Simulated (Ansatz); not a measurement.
We consider YGe3 (Cmcm, No. 63, 8 atoms in the cell; start mp-29772), described by PBEsol in Ansatz (PAW).

Settings: plane-wave cutoff 520 eV, 14×14×14 k mesh, Fermi–Dirac smearing 0.05 eV, scalar-relativistic PAW data made under PBE.

Cell (relaxed at this level):

```cif
data_Ge12Y4
_chemical_formula_sum 'Y4 Ge12'
_space_group_name_H-M_alt 'Cmcm'
_space_group_IT_number 63
_space_group_name_Hall '-C 2c 2'
_cell_length_a 3.98452
_cell_length_b 20.70013
_cell_length_c 3.88243
_cell_angle_alpha 90.000
_cell_angle_beta 90.000
_cell_angle_gamma 90.000
loop_
_atom_site_label
_atom_site_type_symbol
_atom_site_symmetry_multiplicity
_atom_site_Wyckoff_symbol
_atom_site_fract_x
_atom_site_fract_y
_atom_site_fract_z
_atom_site_occupancy
Y1 Y 4 c 0.00000 0.41776 0.25000 1
Ge1 Ge 4 c 0.00000 0.18926 0.75000 1
Ge2 Ge 4 c 0.00000 0.03933 0.25000 1
Ge3 Ge 4 c 0.00000 0.69101 0.25000 1
```
(The calculation used a cell of 8 atoms; values per cell refer to that cell.)

Problem. Predict the bulk modulus B0.

Solution. 
- bulk modulus B0: 82.7 GPa

The run finds no gap.

Note: the bulk modulus is −V dP/dV from two relaxed cells at ±2 % in volume; the relaxation could not lower the start's symmetry, so the cell can be a saddle point above a distorted one.

A start named mp-… is a Materials Project structure, which need not be a measured phase.

Ansatz is a first-principles code.
